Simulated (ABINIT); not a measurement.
Band structure of BaTiO3 (Pm-3m, 5 atoms in the cell).

```yaml
crystal:
  lattice:
    - [4.00000, 0.00000, 0.00000]
    - [0.00000, 4.00000, 0.00000]
    - [0.00000, 0.00000, 4.00000]
  atoms:
    - { symbol: Ba, position: [0.00000, 0.00000, 0.00000] }
    - { symbol: Ti, position: [0.50000, 0.50000, 0.50000] }
    - { symbol: O, position: [0.50000, 0.00000, 0.50000] }
    - { symbol: O, position: [0.00000, 0.50000, 0.50000] }
    - { symbol: O, position: [0.50000, 0.50000, 0.00000] }
```

Method: PBE, PAW (JTH v2.0 PBE PAW) (plane waves; ABINIT).

Settings: pseudos = [Ba.GGA_PBE-JTH.xml, Ti.GGA_PBE-JTH.xml, O.GGA_PBE-JTH.xml]; ecut = 60 Ry; pawecutdg = 120 Ry; ixc = 11; occopt = 3; tsmear = 0.01 eV; ngkpt = 7 7 7; nshiftk = 1; shiftk = 0 0 0; potentials = JTH v2.0 PBE PAW; kptopt = 1; nstep = 80; toldfe1 = 1e-09 Ha.

The starting cell has typed, rounded lattice constants, without a prior relaxation at this level.

These are the values that this program gave, and no reference: the one-centre exchange-correlation terms come from a truncated expansion.

Predict the gap along the standard path and the places of the band edges.

The gap along the path is 1.76 eV, from R to Γ; the smallest direct gap on it is 1.90 eV.

Levels in eV from the top of the valence band on the SCF mesh, bands 17 to 24:
```tsv
point	17	18	19	20	21	22	23	24
Γ	-1.04	-0.08	-0.08	-0.08	1.82	1.82	1.82	4.02
X	-1.77	-1.77	-0.65	-0.65	1.98	3.57	3.57	4.02
M	-1.64	-0.81	-0.81	-0.03	3.58	3.58	4.00	4.87
R	-2.34	0.06	0.06	0.06	4.25	4.25	4.25	6.81
```
